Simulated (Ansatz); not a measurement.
A relaxation of cell and atoms of NbPd2 (Immm, 3 atoms in the cell) with Ansatz (a program for electronic structure).

Level of theory: PBEsol, PAW files made with PBE (plane waves; Ansatz).

```
CELL_PARAMETERS angstrom
     -1.42839     1.98728     4.25254
      1.42839    -1.98728     4.25254
      1.42839     1.98728    -4.25254
ATOMIC_POSITIONS crystal
  Nb 0.00000 0.00000 0.00000
  Pd 0.66658 0.66658 0.00000
  Pd 0.33342 0.33342 0.00000
```

Reference input (self-consistent single point, DFT, PBEsol, plane waves, PAW files made with PBE): kpoints.mp_grid.grid = 9 9 9; hamiltonian.xc = pbesol; hamiltonian.pseudopotentials = {kind: paw} (an earlier, softer set of the program's PAW files); scf.occupations.method = gaussian; scf.occupations.width = 0.0037 Ry. This run's input differs from it in these lines:

```diff
@@ -21,2 +21,4 @@
     width: 0.0037 Ry
+relax:
+  cell: {}
 output:
```

Output, abridged:

```
   [... SCF lines of the steps left out ...]
relax step   1: F+E_penalty+E_count = -18310.18801883 eV  Δ(F+E_penalty+E_count) = +0.000e0 eV  max|allowed force component| = 1.052e-1 eV/Å  Δτ_max = 0.0000 Å  P = -10.430 GPa  Ω = 48.285 Å³  (9 SCF iters, dr2 threshold 1.00e-7 eV, accepted)
relax step   2: F+E_penalty+E_count = -18310.00163136 eV  Δ(F+E_penalty+E_count) = +1.864e-1 eV  max|allowed force component| = 3.164e-1 eV/Å  Δτ_max = 0.0131 Å  P = +24.415 GPa  Ω = 41.922 Å³  energy of the carried Pulay correction = +1.182e-3 eV  [...]
   [... lines left out ...]
relax step   5: F+E_penalty+E_count = -18310.27506427 eV  Δ(F+E_penalty+E_count) = -4.149e-6 eV  max|allowed force component| = 1.666e-3 eV/Å  Δτ_max = 0.0000 Å  P = +0.003 GPa  Ω = 45.787 Å³  energy of the carried Pulay correction = +4.447e-4 eV  [...]
relax step   6: F+E_penalty+E_count = -18310.27449229 eV  Δ(F+E_penalty+E_count) = +5.720e-4 eV  max|allowed force component| = 1.719e-3 eV/Å  Δτ_max = 0.0000 Å  P = +0.019 GPa  Ω = 45.787 Å³  stress off target by 3.63e-2 GPa  SCF on the basis [...]
basis re-selected at this cell: Δ(F+E_penalty+E_count) = +5.720e-4 eV, ΔP = +0.016 GPa vs the last step
the relaxation is at rest under the 8 symmetry operations that the run kept from its start: a minimum is not shown …
Stability not checked: this state was not tested for a lower state beside it, because too few of the mixer's solves of this state at the end of the SCF gave a …
Free energy (F): -18310.274492 eV
Internal energy: -18310.272232 eV  (E = F + TS)
   [... lines left out ...]
Fermi energy:    20.237561 eV
  cell:  # Å, volume = 45.7874 Å³
   [... lines left out ...]
    - [1.4066865225507563, -1.9487867659182843, 4.175656883071907]
    - [1.4066865225507563, 1.9487867659182843, -4.175656883071907]
  atoms:
    - { symbol: Nb, position: [1.6996930736791714e-20, 1.6996930736791714e-20, -7.71034544950062e-38] }
    - { symbol: Pd, position: [0.6661101145216614, 0.6661101145216614, -3.077502604457811e-18] }
    - { symbol: Pd, position: [0.33388988547833853, 0.33388988547833853, -1.4588137275319019e-18] }
```

The run converged.  The full log also holds: “iter 5 did not close the SCF: its close was put off for the readings that it lacked (scf_convergence_deferred on its scf_iter line)”. The full log also holds: “iter 4 did not close the SCF: its close was put off for the readings that it lacked (scf_convergence_deferred on its scf_iter line)”.

Summary of the result:
```
Property                                                                                                                 Result
-----------------------------------------------  ------------------------------------------------------------------------------
Free energy E − TS (on the zero of these files)                                                                  -18310.2745 eV
Fermi level (on the code's own zero)                                                                                   20.24 eV
Pressure                                                                                                               0.02 GPa
Largest force (vector length)                                                                                        0.002 eV/Å
Final cell                                       a = 4.8180 Å, b = 4.8180 Å, c = 4.8180 Å, α = 146.05°, β = 132.28°, γ = 59.85°
Final volume per atom                                                                                                  15.26 Å³
Relaxation steps                                                                                                              6
```

The starting cell comes from a database of computed structures (which also holds hypothetical and non-ambient phases and stackings), without a prior relaxation at this level. Its lattice was rescaled by a random factor within 2.5 % of one. Spin polarisation is off. The relaxation keeps the symmetry of its start, so its end need not be a minimum. Ansatz's pressure includes its estimate of the finite-basis (Pulay) stress.

Cost on one core of a shared machine: roughly 2 min.

Keys are those of Ansatz 0.2.
